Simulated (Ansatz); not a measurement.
Take MgO in the rock salt structure (space group Fm-3m, No. 225) as the base.

```
MgO
1.0
    0.00000     2.10705     2.10705
    2.10705     0.00000     2.10705
    2.10705     2.10705     0.00000
Mg O
1 1
Cartesian
  0.00000   0.00000   0.00000
  2.10705   2.10705   2.10705
```

Cartesian axes are those of the cell as printed.

Calculations: PBEsol (Ansatz, an electronic-structure program; PAW; 420 eV plane waves; scalar-relativistic without spin-orbit coupling).

Strains are applied to the cell and any free atomic positions relax; under biaxial strain the out-of-plane vector relaxes too.

One change was made to it. Results:

The band gap falls by 0.29 eV (4.62 eV → 4.33 eV); the valence-band top at Γ (three highest levels, from the VBM) goes from 0.00, 0.00, 0.00 eV to 0.00, 0.00, -0.07 eV; the shortest interatomic distance decreases by 0.024 Å, from 2.107 Å to 2.083 Å; the energy goes up by 7.1 meV/atom.

Which of these changes matches the shifts?
A. biaxial strain −1.00 %, plane normal [001], relaxed out of plane
B. biaxial strain +2.50 %, plane normal [001], relaxed out of plane
C. biaxial strain +2.00 %, plane normal [001], relaxed out of plane

C, biaxial strain +2.00 %, plane normal [001], relaxed out of plane. For comparison, the band gap in the other runs: biaxial strain +2.50 %, plane normal [001], relaxed out of plane gives 4.26 eV; biaxial strain −1.00 %, plane normal [001], relaxed out of plane gives 4.73 eV.

Stability against distortions was not tested.
